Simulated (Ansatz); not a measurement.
## Effect of biaxial strain +1.50 %, plane normal [001], relaxed out of plane on HfO2

Base system: HfO2 in the fluorite structure (space group Fm-3m, No. 225; a = 5.044 Å). Axes: x, y, z lie along the cube axes.

Now apply this change: biaxial strain +1.50 %, plane normal [001], relaxed out of plane (Cartesian); in-plane vectors clamped, the third vector and the atoms free.

Method: Ansatz (a quantum-chemistry and plane-wave program), PBEsol, PAW, cutoff 420 eV, no spin-orbit coupling. Settings: 11×11×11 k-points, 0.05 eV Fermi–Dirac smearing.

The volume per atom grows by 0.264 Å³, from 10.69 Å³ to 10.96 Å³ and the space group becomes I4/mmm (No. 139) (base: Fm-3m (No. 225)). The shortest interatomic distance goes up by 0.018 Å (2.184 Å → 2.202 Å) and the energy grows by 9.4 meV/atom. The pressure (mean of the normal stresses, compression positive) goes from zero to -61.1 kbar and the band gap shrinks by 0.22 eV to 3.47 eV. The gap character is indirect, M → X and the smallest direct gap falls by 0.21 eV (3.69 eV → 3.48 eV). The electron mass changes from 1.1 mₑ along k, 0.70 mₑ across (at X) to 1.2 mₑ along k, 0.70 mₑ across (at X) and the out-of-plane strain is -0.54 %. The ratio −ε⊥/ε∥ comes out as 0.36 and the mean in-plane stress (compression positive) is -9.2 GPa.

Final structure (turned so that z lies along the plane normal):

```
CELL_PARAMETERS angstrom
      3.61997     0.00000     0.00000
      0.00000     3.61997     0.00000
      1.80999    -1.80999     2.50836
ATOMIC_POSITIONS crystal
  Hf 0.00000 0.00000 0.00000
  O  0.75000 0.75000 0.50000
  O  0.25000 0.25000 0.50000
```

Cost of the whole job for the changed cell (relaxation, final SCF and bands): around 40 core-seconds (rough).

With Hf present, leaving out spin-orbit coupling can change the band edges. Masses are band curvatures over ±0.01 Å⁻¹ around the edge. Along k means along the line from Γ to the band edge. Stability against distortions was not tested. This is not the structure that HfO2 has at room temperature and ambient pressure. k-point labels follow each cell's own Brillouin zone.
